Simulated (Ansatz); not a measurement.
The parent structure is Ta in the bcc (W type) structure (space group Im-3m, No. 229; a = 3.3061 Å; relaxed with 0.1 eV smearing).

Structures relaxed with r2SCAN (Ansatz, a program for electronic structure), scalar-relativistic without spin-orbit coupling.

Base:

Simulated powder pattern, Mo Kα, λ = 0.71073 Å (kinematic, ideal powder, no thermal factors, no anomalous dispersion; the 10 strongest lines at most, above 2 %, up to 2θ = 40°):

| 2θ (°) | I/Imax (%) | hkl |
|---|---|---|
| 17.49 | 100 | (110) |
| 24.83 | 20 | (200) |
| 30.53 | 43 | (211) |
| 35.40 | 13 | (220) |
| 39.74 | 18 | (310) |

After one change:

Simulated powder pattern, Mo Kα, λ = 0.71073 Å (kinematic, ideal powder, no thermal factors, no anomalous dispersion; the 10 strongest lines at most, above 2 %, up to 2θ = 40°):

| 2θ (°) | I/Imax (%) |
|---|---|
| 17.85 | 100 |
| 25.34 | 19 |
| 31.17 | 42 |
| 36.15 | 13 |

**Question.** Name the change that was made.
(A) isotropic strain −2.50 %
(B) isotropic strain −2.00 %
(C) isotropic strain −3.00 %
(D) isotropic strain −0.50 %

**Answer.** B, isotropic strain −2.00 %. Its volume per atom is 17.01 Å³ against 18.07 Å³, and its space group is Im-3m (No. 229).

No phonon test of stability was made. The final runs are not spin-polarised.
